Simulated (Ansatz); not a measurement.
The parent structure is W in the bcc (W type) structure (space group Im-3m, No. 229; a = 3.169 Å).

Method: plane-wave PAW DFT at the r2SCAN level (Ansatz, an electronic-structure program, 500 eV), no spin-orbit coupling.

Base values:

Volume per atom: 15.92 Å³

Perturbation: full substitution W → I, then cell and atoms are relaxed.

Tabulated Pauling electronegativity and covalent radius: W 2.36, 1.62 Å; I 2.66, 1.39 Å.

Problem. How does this affect the volume per atom?

Solution. The volume per atom goes up by 20.02 Å³ to 35.94 Å³.

Whether these cells are dynamically stable was not tested. For I in this form, whether it has been made was not checked. The final runs are not spin-polarised.
